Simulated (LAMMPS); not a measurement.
MD of Cu (fcc) at zero pressure, 256 atoms, as a liquid; each row is its own run.

Method: classical MD, pair style bop, file AlCu.bop.table, run in LAMMPS.

```
T (K)  D(Cu) (cm²/s)
-----  -------------
1220         1.97e-5
1490         3.47e-5
1700         5.47e-5
1900         6.86e-5
```

Task: Fit an Arrhenius law, ln y = a + b / x, to these rows (x is the first column, y the second) and predict the run at x = 1360.

Result: Least squares gives a = -7.3070 and b = -4328. The slope times kB gives an activation energy of 0.37 eV. At x = 1360 the fit predicts 2.78e-5 cm²/s. The run itself gave (2.88 ± 0.10) × 10^-5 cm²/s, so the fit is 3.5 % low, within the run's error.

Caution (row 1220): this liquid lies under the measured melting point of 1358 K, so it is undercooled or the potential melts low.

Caution: a run this short can hold a crystal over, or a liquid under, the potential's own melting point, which these runs don't give.

Errors of D are the spread over four groups of atoms in one short run; a floor of about 5 %, a picked value, is safer.
